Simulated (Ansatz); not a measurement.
Results of PBEsol (Ansatz, an electronic-structure program, PAW) for KPbI3 (model structure, started from the cubic perovskite type, Pm-3m, No. 221, 5 atoms in the cell).

Run with plane-wave cutoff 520 eV, 6×6×6 k mesh, Fermi–Dirac smearing 0.01 eV, scalar-relativistic PAW data made under PBE.

Cell (relaxed with PBEsol):

KPbI$_{3}$ is modelled in the cubic space group Pm-3m (No. 221), the cubic perovskite structure, Pearson symbol cP5. Cell: a = 6.231 Å, b = 6.231 Å, c = 6.231 Å, α = 90.00°, β = 90.00°, γ = 90.00°. K on 1a has 12 I at 4.406 Å (cuboctahedral). Pb on 1b is surrounded by 6 I at 3.115 Å (octahedral). I on 3c has 2 Pb at 3.115 Å and 4 K at 4.406 Å (octahedral). (Neighbours: up to the widest gap in distance over summed covalent radii, below 1.35, at either atom; cation-cation and far metal-metal contacts left out.)

What does this level give for the band gap and direct gap at Γ?


* **band gap**: 1.17 eV
* **direct gap at Γ**: 3.76 eV

Note: the relaxation could raise the start's symmetry but not lower it, so the cell can be a saddle point.

Spin–orbit coupling is not included; with these elements it can move the gap by several tenths of an eV or more.

Computed values are for the static lattice.

It cost about 40 core-seconds (a rough figure) of CPU time.

A model structure was made by putting elements into a prototype or built by hand; it is no filed structure, need not be a known phase, and can be a saddle point held by its symmetry.
